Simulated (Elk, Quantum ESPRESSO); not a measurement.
Equation of state of rock-salt BaS (space group 225): energy against volume (Elk, PBE)

```xyz
2
Lattice="0.0000 3.1382 3.1382 3.1382 0.0000 3.1382 3.1382 3.1382 0.0000" Properties=species:S:1:pos:R:3 pbc="T T T"
Ba     0.0000     0.0000     0.0000
S      3.1382     3.1382     3.1382
```

Level of theory: PBE, all-electron FP-LAPW, Elk's shipped species files, APW+lo basis with extra local orbitals run with Elk 10.2.4. Settings: xctype = 20; rgkmax = 9.12; swidth = 0.000367493 Ha; ngridk = 9 9 9; gmaxvr = 14 1/bohr; nxlo = 2; lorbcnd = true; lmaxi = 3; maxscl = 100; sphere radii = {Ba: 2.8, S: 2.2} bohr. The cell above is the first row's. The rows scale it uniformly. In all rows fractional positions and the k mesh are held. E is the free energy at the stated smearing, counted from the lowest row.

```
V (Å^3/atom)  E (meV/atom)
------------  ------------
30.906                   ?
31.578               13.57
32.249                4.97
32.921                0.59
33.593                0.00
34.265                2.78
34.937                8.62
35.609               17.17
36.281               28.13
```

The 8 complete rows are fitted with the third-order Birch-Murnaghan form, a cubic in V^(-2/3), E against V. With u = V^(-2/3) - 0.0955, the rows have u = 0.0045945, 0.0032012, 0.0018534, 0.0005508, -0.0007092, -0.0019286, -0.0031096, -0.0042540. Least squares gives E = 0.812 - 2055.4·u + 1038720·u² + 2843384·u³. Residuals (row less fit): -0.001, 0.000, 0.001, 0.005, -0.011, 0.001, 0.008, -0.004; standard error 0.008 (degrees of freedom: 4). Its minimum lies at u = 0.0009854, so V0 = (0.0964854)^(-3/2) = 33.37. There d²E/du² = 2094000 and d³E/du³ = 1.706e7, so B0 = (4/9) × 33.37^(-7/3) × 2094000 × 0.160218 = 41.6 GPa (the last factor turns the table's units into GPa), and B0' = 4 + (2/3) × 0.0964854 × (1.706e7)/2094000 = 4.5.

Task: Estimate the missing E (V = 30.906); what did the run itself give?

Result: u = 0.0060402, so E = 0.812 - 2055.4 × 0.0060402 + 1038720 × 0.0060402² + 2843384 × 0.0060402³ = 26.920 meV/atom. The calculation gives 26.92 meV/atom, which the fit meets to the printed digits. The row lies outside the fitted rows, so this is an extrapolation. From the scatter of the fitted rows alone, a prediction at this place has a standard error of 0.022 meV/atom, so the miss is 0.0 times that.

Carrying the step between the two nearest rows on in a straight line would have given 22.18, off by 4.74; series whose last step already gives the withheld value aren't shown. The scan was laid around a cell of about the measured size, scaled by a guess for this functional. The runs keep the symmetry of the cell, so they don't test it for distortions. A plane-wave scan with the same functional (Quantum ESPRESSO, GBRV) gives V0 = 33.39 Å^3/atom and B0 = 41.7 GPa; a Birch-Murnaghan fit to all rows here lies -0.1 % from it in V0 and 0 % in B0; the two differ in basis, and may differ in potentials and mesh. Values depend on the basis (sphere radii, cutoffs, local orbitals), which need not be converged. Spin-orbit coupling is off. Sphere radii are the same in all rows. Cutoffs and mesh are single choices, not tested for convergence of this quantity. Series with a scatter that would blur these digits, or in which a gap closes, are not shown. Nor are scans whose minimum lies at an end fitted in this form.
